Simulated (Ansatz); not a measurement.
The reference is AlN in the rock salt structure (space group Fm-3m, No. 225; a = 4.045 Å; a model cell, its experimental status unchecked). Axes: x, y, z lie along the cube axes.

Perturbation: the cell is stretched by 0.68 % along z with no lateral relaxation; the atoms relax in the strained cell.

Levels (all Ansatz, an electronic-structure program, PAW): PBEsol (420 eV, scalar-relativistic without spin-orbit coupling); r2SCAN (500 eV, no spin-orbit coupling).

The geometry is relaxed with PBEsol.

| Item | Result |
|---|---|
| PBEsol smallest direct gap | 5.50 eV |
| PBEsol electron mass | 0.58 mₑ along k, 0.33 mₑ across (at X) |
| PBEsol gap character | indirect, Γ → X |
| PBEsol band gap | 4.43 eV |

With r2SCAN at the same geometry, the smallest direct gap grows by 0.81 eV to 6.31 eV; the electron mass goes from 0.58 mₑ along k, 0.33 mₑ across (at X) to 0.57 mₑ along k, 0.34 mₑ across (at X); the gap character is still indirect, Γ → X; the band gap increases by 0.91 eV, from 4.43 eV to 5.34 eV.

Single points use the geometry relaxed with PBEsol. Effective masses come from finite differences of ±0.01 Å⁻¹. Along k means along the line from Γ to the band edge. Stability against distortions was not tested. The base started in P3_121 and relaxed to Fm-3m at this level. This is not the structure that AlN has at room temperature and ambient pressure. Labels are those of the standard path for the cell's own space group.
